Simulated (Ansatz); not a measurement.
# A computed series for SrTiO3: response to strain

Take SrTiO$_{3}$ in the cubic perovskite structure (space group Pm-3m, No. 221) as the base.

```yaml
crystal:
  lattice:
    - [3.89114, 0.00000, 0.00000]
    - [0.00000, 3.89114, 0.00000]
    - [0.00000, 0.00000, 3.89114]
  atoms:
    - { symbol: Sr, position: [0.00000, 0.00000, 0.00000] }
    - { symbol: Ti, position: [0.50000, 0.50000, 0.50000] }
    - { symbol: O, position: [0.50000, 0.00000, 0.50000] }
    - { symbol: O, position: [0.00000, 0.50000, 0.50000] }
    - { symbol: O, position: [0.50000, 0.50000, 0.00000] }
```

Cartesian axes are those of the cell as printed.

Strains are applied to the cell and any free atomic positions relax; under biaxial strain the out-of-plane vector relaxes too.

Calculations: PBEsol in Ansatz (plane waves to 420 eV, PAW, no spin-orbit coupling).

```json
[
 {"biaxial strain, plane normal [111], relaxed out of plane (%)": "0", "out-of-plane strain (%)": "0.00"},
 {"biaxial strain, plane normal [111], relaxed out of plane (%)": "0.5", "out-of-plane strain (%)": "?"},
 {"biaxial strain, plane normal [111], relaxed out of plane (%)": "1", "out-of-plane strain (%)": "-0.63"},
 {"biaxial strain, plane normal [111], relaxed out of plane (%)": "1.5", "out-of-plane strain (%)": "-0.94"},
 {"biaxial strain, plane normal [111], relaxed out of plane (%)": "2", "out-of-plane strain (%)": "-1.23"},
 {"biaxial strain, plane normal [111], relaxed out of plane (%)": "2.5", "out-of-plane strain (%)": "-1.52"}
]
```

Fit ε⊥ = −νε + γε² (strains in %) to the rows shown and predict the withheld row.

Least squares on the printed values gives ν = 0.65 (the biaxial Poisson response) and γ = 0.016 (largest residual 0.00 %); this predicts -0.32 %, and the run gives -0.32 %, in agreement.

Whether these cells are dynamically stable was not tested. All final runs are without spin polarisation. Many cubic perovskites are stable only at high temperature; tilts and polar distortions were not tested.

Ansatz is a program for electronic structure.
